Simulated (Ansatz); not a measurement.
The structure below was relaxed with Ansatz (a first-principles code), PBE, PAW, cutoff 420 eV, without spin-orbit coupling, earlier PAW set, at pressure −1 GPa.

Space group P6₃/mmc (No. 194); a = 2.9479 Å, b = 2.9479 Å, c = 4.6632 Å, α = 90.00°, β = 90.00°, γ = 120.00°

```csv
atom,site,symmetry,x,y,z
Ti,2d,-6m2,0.6667,0.3333,0.2500
```

Problem. Write out a cell with all atoms.

Solution. 
```xyz
2
Lattice="2.9479 0.0000 0.0000 -1.4740 2.5530 0.0000 0.0000 0.0000 4.6632" Properties=species:S:1:pos:R:3 pbc="T T T"
Ti     0.0000     1.7020     3.4974
Ti     1.4740     0.8510     1.1658
```
This is the conventional cell.

Load acts through the strain it causes; cell and atoms are relaxed under it. Whether these cells are dynamically stable was not tested. All final runs are without spin polarisation. The cell was made from Ti in the hcp (Mg type) structure (space group P6_3/mmc, No. 194) by this change: pressure −1 GPa.
